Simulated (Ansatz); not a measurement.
The starting structures come from a database of crystals and need not be the phases stable at ambient conditions.

 Where the default PAW files enter, the runs use the earlier of Ansatz's two default sets.

By PBEsol, the system below comes out a metal.

A figure of merit of an interconnect metal is its ballistic conductance per area.

Input:

```
CELL_PARAMETERS angstrom
      2.79483     0.00000     0.00000
      0.00000     5.14898     0.00000
      1.39742    -2.57449     2.49726
ATOMIC_POSITIONS crystal
  Ge 0.25000 0.50000 0.00000
  Ge 0.50000 0.00000 0.00000
```

Space group of this cell: Imma. The cell is strained (lengths along the current scaled by 0.97, ions clamped); by PBEsol its mean pressure is 1.9 GPa.

The current flows along the normal of the first two printed cell vectors. No spin-orbit coupling; the value is a mean over 0.1 eV about the Fermi level.

**Question.** Predict the ballistic conductance per area from Ansatz (a quantum-chemistry and plane-wave program) with PBEsol.

**Answer.** 1.1 × 10¹⁵ S/m² for both spins.
